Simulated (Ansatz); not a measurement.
AlAs (model structure, Fm-3m, No. 225, 2 atoms in the cell), treated with LDA in Ansatz (PAW).

Input file:

Ansatz 0.2 input:
```yaml
crystal:
  lattice:
    - [0.0, 2.6239092245, 2.6239092245]
    - [2.6239092245, 0.0, 2.6239092245]
    - [2.6239092245, 2.6239092245, 0.0]
  atoms:
    - { symbol: Al, position: [0.0, 0.0, 0.0] }
    - { symbol: As, position: [0.5, 0.5, 0.5] }
basis:
  ecutwfc: 520
  ecutrho_ratio: 4
  xc_grid: 2
kpoints:
  mp_grid: { grid: [18, 18, 18] }
hamiltonian:
  xc: lda
  dispersion: none
  pseudopotentials: { kind: paw }
scf:
  occupations: { method: fermi_dirac, width: 0.05 }
  convergence: { dr2_threshold: 0.0000000002 }
output:
  forces: true
  stress: true
  eigenvalues: true
```

From the output:

```
Crystal: 2 atoms, lattice volume = 36.131 Å³
Basis set: ecut = 520 eV, 941 PW (Γ), exchange–correlation on 60×60×60 points (8 copies of the dense FFT grid, shifted against one another)
Bands: 13, of which v1, the nominal top of the filled ones, is band 9 counted from 1 (8 counted from 0)
Symmetry: 48 space group operations
Space group: Fm-3m (ITA 225), of the structure as read, at distance tolerance 3.3e-5 Å
k-points: 195 of 5832
Functional: x = slater, c = lda
SCF iter   1: F=—  HF=-5287.066625 eV  |F-HF|=—  |Δ(HF+E_count)|=         —  Δρ=4.33e-3  dr2=4.02e-3
SCF iter   2: F=—  HF=-5287.065450 eV  |F-HF|=—  |Δ(HF+E_count)|=   1.17e-3  Δρ=2.60e-3  dr2=1.64e-3
  ...
SCF iter   7: F=—  HF=-5287.064966 eV  |F-HF|=—  |Δ(HF+E_count)|=   2.54e-8  Δρ=2.06e-6  dr2=2.09e-9
SCF iter   8: F=-5287.064966 eV  HF=-5287.064966 eV  |F-HF|=5.46e-12  |Δ(HF+E_count)|=  3.35e-10  Δρ=2.81e-7  dr2=2.79e-11
SCF 1 converged in 8 iterations: F = -5287.064966 eV  dr2 = 2.79e-11
SCF converged after 8 iterations
Free energy (F): -5287.064966 eV
Internal energy: -5287.057370 eV  (E = F + TS)
E sigma→0 (E₀):  -5287.061168 eV
Fermi energy:    9.386986 eV
--- Stress (GPa, compression-positive) ---
       -1.910511      -0.000000       0.000000
       -0.000000      -1.910511      -0.000000
       -0.000000      -0.000000      -1.910511
  P = ⅓ Tr σ = -1.9105 GPa (-19.105 kbar)
```

The PAW data were made under PBE.

Note: the relaxation could raise the start's symmetry but not lower it, so the cell can be a saddle point. Note: cell and atoms aren't relaxed at this level (pressure -1.9 GPa).

Computing time: about 7 core-seconds (a rough figure).

A model structure was made by putting elements into a prototype or built by hand; it is no filed structure, need not be a known phase, and can be a saddle point held by its symmetry.

Ansatz is a quantum-chemistry and plane-wave program.
